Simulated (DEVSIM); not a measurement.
Device: Pt/Si3N4/p-GaAs capacitor, at 400 K.

Layer 1 from the left is Si3N4, thickness (nm) 15.0. Layer 2 from the left is GaAs, thickness (nm) 710, Na (cm⁻³) 8.2e17.

Metal gate on the left, work function 5.6 eV. Fixed charge at the semiconductor interface -1.5e10 cm⁻² (in units of +e); interface traps 3e11 cm⁻² eV⁻¹, uniform in energy, neutral level at 0.3 of the gap above the valence band.

Constants are typed, rounded textbook-type inputs, not results; the design itself was drawn at random and stands for no fabricated device. Values at 300 K; Nc and Nv go as T^1.5, mobilities as T to minus their exponent, the gap by Varshni's rule with the affinity fixed.

Si3N4: gap (eV) 5.1, affinity (eV) 2.1, permittivity 7.5. GaAs: gap (eV) 1.424, affinity (eV) 4.07, permittivity 12.9, Nc (cm⁻³) 4.7e17, Nv (cm⁻³) 9e18, Varshni α (eV/K) 0.000541, Varshni β (K) 204.

DEVSIM, 1D Poisson equation in equilibrium, Boltzmann statistics, complete ionisation; no quantum confinement or tunnelling. Metal contacts follow the ideal Schottky-Mott rule: no Fermi-level pinning, no interface dipoles.

Q: What does the simulation give for the flat-band voltage?

A: flat-band voltage 0.22 V.
